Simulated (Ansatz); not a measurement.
**Pt, response to strain**

Take Pt in the fcc (Cu type) structure (space group Fm-3m, No. 225; relaxed with 0.1 eV smearing) as the base.

```cif
data_Pt4
_chemical_formula_sum 'Pt4'
_space_group_name_H-M_alt 'Fm-3m'
_space_group_IT_number 225
_space_group_name_Hall '-F 4 2 3'
_cell_length_a 3.97206
_cell_length_b 3.97206
_cell_length_c 3.97206
_cell_angle_alpha 90.000
_cell_angle_beta 90.000
_cell_angle_gamma 90.000
loop_
_atom_site_label
_atom_site_type_symbol
_atom_site_symmetry_multiplicity
_atom_site_Wyckoff_symbol
_atom_site_fract_x
_atom_site_fract_y
_atom_site_fract_z
_atom_site_occupancy
Pt1 Pt 4 a 0.00000 0.00000 0.00000 1
```
(The calculation used a cell of 1 atom; values per cell refer to that cell.)

Strains are applied to the cell and any free atomic positions relax.

Calculations: PBE (Ansatz, a quantum-chemistry and plane-wave program, PAW, without spin-orbit coupling).

Notes on the quantities. energy relative to the base: free energy F.

```
change                    energy relative to the base  volume per atom
------------------------  ---------------------------  ---------------
base                                       0 meV/atom         15.67 Å³
isotropic strain −3.00 %                +112 meV/atom         14.30 Å³
isotropic strain −2.50 %                 +76 meV/atom         14.52 Å³
isotropic strain −2.00 %                 +47 meV/atom         14.75 Å³
isotropic strain −1.50 %                 +26 meV/atom         14.97 Å³
isotropic strain −0.50 %                +2.8 meV/atom         15.43 Å³
isotropic strain +0.50 %                +2.7 meV/atom         15.90 Å³
isotropic strain +1.00 %                            ?         16.14 Å³
isotropic strain +1.50 %                 +23 meV/atom         16.38 Å³
isotropic strain +2.00 %                 +40 meV/atom         16.63 Å³
```

Fill in the withheld entries from the trend.


- isotropic strain +1.00 %, energy relative to the base: +10 meV/atom

Stability against distortions was not tested. All final runs are without spin polarisation. Pt lies near a magnetic instability that expansion can trigger; it was not tested.
